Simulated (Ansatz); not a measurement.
The parent structure is TiSi2 (space group Fddd, No. 70; a = 4.7791 Å, b = 8.2295 Å, c = 8.5206 Å). Axes: x, y, z lie along a, b, c of the conventional cell.

All numbers come from r2SCAN (Ansatz, a first-principles code; PAW; 500 eV plane waves; spin-orbit coupling left out).

For the base:

The volume per atom comes out as 13.96 Å³.

Now apply this change: compressive biaxial strain of 2.91 % in the plane normal to [001], as in epitaxy on a mismatched substrate; the out-of-plane cell vector and the atoms relax.

### Question
Predict the new volume per atom.

### Answer
The volume per atom falls by 0.698 Å³ to 13.27 Å³.

### Question
What does the calculation give for the energy relative to the base after the change?

### Answer
The energy grows by 28 meV/atom.

Without a gap, meshes like the base's 13×13×13 leave anisotropic stresses uncertain by several tenths of a GPa, and small strain energies with them. Stability against distortions was not tested. The final runs are not spin-polarised.
